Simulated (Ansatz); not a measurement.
Structures of equal composition on the (111) surface of germanium (Ge plane on top): (√3x√3)R30° Si adatom at H3; (√3x√3)R30° Si adatom at T4. The slabs share one bottom face, and each structure is named by its start. These are constructed structures in small cells; real faces may alloy, dewet or reconstruct in larger ones, and not all known structures of the face are among them. Slabs of about 13 Å, Fermi-Dirac smearing of 0.025 eV. Bottom of the slabs: H caps. Relaxed from the named starts with such symmetry as they have, on meshes of like density; energies extrapolated to zero smearing; spin only where a row says so; no spin-orbit coupling, no U. Brackets mark spin-polarised runs, whose order is one that fits the cell. Where a second, spin-polarised start was run, the lower counts.

Computed with r2SCAN, at the PBE geometry (plane waves to 500 eV, PAW; Ansatz, an electronic-structure program).

Put the candidates in order of energy per 1x1 cell, lowest first, for r2SCAN, at the PBE geometry.

(√3x√3)R30° Si adatom at T4 (0.000 eV [spin, 0.5 μB a cell], no gap on the mesh), (√3x√3)R30° Si adatom at H3 (0.130 eV [spin start, no net moment], no gap on the mesh)
